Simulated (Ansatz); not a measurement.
**PbI2: pressure series**

Start from PbI2 in the CdI2 type structure (space group P-3m1, No. 164; a = 4.558 Å, c = 6.975 Å).

Cell and atoms are relaxed at each pressure.

The values are results of PBE-D3(BJ) (Ansatz, a program for electronic structure; PAW; 420 eV plane waves; no SOC), not measurements.

Question: Only one of these has no band gap. Which?
(A) pressure 1.8 GPa
(B) pressure 9 GPa
(C) pressure 30 GPa
(D) pressure 4.2 GPa

Answer: C, pressure 30 GPa. Computed: pressure 9 GPa: 0.80 eV; pressure 30 GPa: zero; pressure 4.2 GPa: 1.87 eV; pressure 1.8 GPa: 2.00 eV

A case with no gap was solved on a k-mesh chosen for an insulator, which is coarse for it. From pressure 30 GPa on, the axis ratios lie over 15 % from the base's, so the cell there is far from its starting form. With I and Pb present, leaving out spin-orbit coupling can change the band edges. Load acts through the strain it causes; cell and atoms are relaxed under it. Whether these cells are dynamically stable was not tested. Competing high-pressure phases were not computed. The final runs are not spin-polarised.
